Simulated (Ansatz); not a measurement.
**How the band gap of CsGeBr3 (within 0.1 Å of R3m, No. 160, 5 atoms in the cell; start mp-642739) moves with the method**

No measured value is used here.

```json
[
 {"level (code)": "LDA (Ansatz)", "value (eV)": "0.65"},
 {"level (code)": "PBEsol+SOC (Ansatz)", "value (eV)": "0.54 (direct)"},
 {"level (code)": "r²SCAN+SOC (Ansatz)", "value (eV)": "0.81 (direct)"},
 {"level (code)": "HSE06+SOC (Ansatz)", "value (eV)": "1.12 (direct)"},
 {"level (code)": "PBE0 (Ansatz)", "value (eV)": "[?]"}
]
```

**Question.** Fill in the missing entries.

**Answer.** 
- PBE0 (Ansatz, a program for electronic structure), value (eV): 1.84

Computed values are for a static lattice. Levels without +SOC have no spin–orbit coupling; where heavier elements are present it shifts gaps, mostly down, and can invert bands.  Values are at the PBEsol cell. Cutoffs and k meshes differ between the levels. Ansatz's density-functional and Hartree–Fock values are scalar-relativistic unless marked +SOC, with PAW data made under PBE.

A start named mp-… is a Materials Project structure, which need not be a measured phase.
